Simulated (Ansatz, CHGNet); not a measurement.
For HfSiO4 (I4₁/amd, No. 141, 12 atoms in the cell; start COD 9000852), the machine-learned potential CHGNet 0.3.0 (trained on PBE and PBE+U data) gives:

- lattice constant a = 6.625 Å
- c axis length = 6.008 Å

Question: What does r²SCAN+rVV10 (plane waves, PAW; Ansatz, a quantum-chemistry and plane-wave program) give for the same quantities?

Answer: 
- lattice constant a: 6.565 Å (decreases by 0.9 %)
- lattice parameter c: 5.967 Å (falls by 0.7 %)

Changes are worked out from the printed values.

Unless a cell is named, each level is at its own relaxed cell (CHGNet 0.3.0 10.99, r²SCAN+rVV10 10.72 Å³/atom).

Levels without +SOC leave out spin–orbit coupling, which shifts energies and cells of such heavy elements.

Caveats: the relaxation could not lower the start's symmetry, so the cell can be a saddle point above a distorted one (CHGNet 0.3.0). Ansatz's density-functional and Hartree–Fock values are scalar-relativistic unless marked +SOC, with PAW data made under PBE.
